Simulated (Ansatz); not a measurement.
# Effect of pressure 0.9 GPa on ZnSe

Take ZnSe in the zinc blende structure (space group F-43m, No. 216; a = 5.733 Å) as the base.

Perturbation: cell and atoms relaxed at a pressure of 0.9 GPa.

All numbers come from Ansatz (a quantum-chemistry and plane-wave program) PBE, scalar-relativistic without spin-orbit coupling. k-mesh 10×10×10 (Γ-centred); smearing 0.05 eV (Fermi–Dirac).

```csv
quantity,base,changed,shift
volume per atom,23.55 Å³,23.19 Å³,-0.36 Å³
enthalpy H = E + PV relative to the base's energy,–,+0.13 eV/atom,–
band gap,1.15 eV,1.21 eV,+0.06 eV
gap character,direct at Γ,direct at Γ,–
mean gap deformation potential ΔEg/Δln V,–,-3.9 eV,–
width of the top valence band,2.50 eV,2.57 eV,+0.07 eV
electron mass,0.090 mₑ (at Γ),0.093 mₑ (at Γ),–
"valley order (the lowest conduction-band minima on the path, energy above the VBM, named in the base's zone)",Γ 1.15 eV; L along ⟨111⟩ 2.49 eV,Γ 1.21 eV; L along ⟨111⟩ 2.51 eV,–
```

Final structure:

```xyz
2
Lattice="0.0000 2.8517 2.8517 2.8517 0.0000 2.8517 2.8517 2.8517 0.0000" Properties=species:S:1:pos:R:3 pbc="T T T"
Zn     0.0000     0.0000     0.0000
Se     1.4259     1.4259     1.4259
```

Load acts through the strain it causes; cell and atoms are relaxed under it. Effective masses come from finite differences of ±0.01 Å⁻¹. Whether these cells are dynamically stable was not tested.
